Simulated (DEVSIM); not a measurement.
Device: abrupt In0.53Ga0.47As p-n junction, at 400 K.

Layer 1 from the left is In0.53Ga0.47As, thickness (μm) 0.150, Na (cm⁻³) 9.3e16, τn (s) 3.9e-9, τp (s) 3.9e-9. Layer 2 from the left is In0.53Ga0.47As, thickness (μm) 12.0, Nd (cm⁻³) 3.9e16, τn (s) 3.9e-9, τp (s) 3.9e-9.

Left contact: ohmic. Right contact: ohmic. Voltage is applied to the left contact. Recombination: SRH at mid-gap, Auger. Mobility is μmin + (μ − μmin)/(1 + (N/Nref)^α).

This is a model device: material constants are rounded textbook-type values typed into the input, and sizes, dopings and lifetimes were drawn at random. Values at 300 K; Nc and Nv go as T^1.5, mobilities as T to minus their exponent, the gap by Varshni's rule with the affinity fixed.

In0.53Ga0.47As: gap (eV) 0.74, affinity (eV) 4.51, permittivity 13.9, Nc (cm⁻³) 2.1e17, Nv (cm⁻³) 7.7e18, μn (cm²/Vs) 12000, μp (cm²/Vs) 300, μn,min 300, μp,min 10, Nref,n 1.3e17, Nref,p 4.9e17, αn 0.48, αp 0.4, T exponent of μn 1.6, T exponent of μp 1.6, Cn (cm⁶/s) 5e-29, Cp (cm⁶/s) 5e-29, Varshni α (eV/K) 0.00035, Varshni β (K) 190.

Model (solved in DEVSIM): 1D drift-diffusion, Boltzmann statistics, complete ionisation; no tunnelling, impact ionisation, image-force lowering or self-heating.

Task: What does the simulation give for the dark forward voltage at 100 A/cm², the largest field in the device at zero bias, the potential step across the device at zero bias?

Result: dark forward voltage at 100 A/cm² 0.245 V; largest field in the device at zero bias 54000 V/cm; potential step across the device at zero bias 0.469 V.
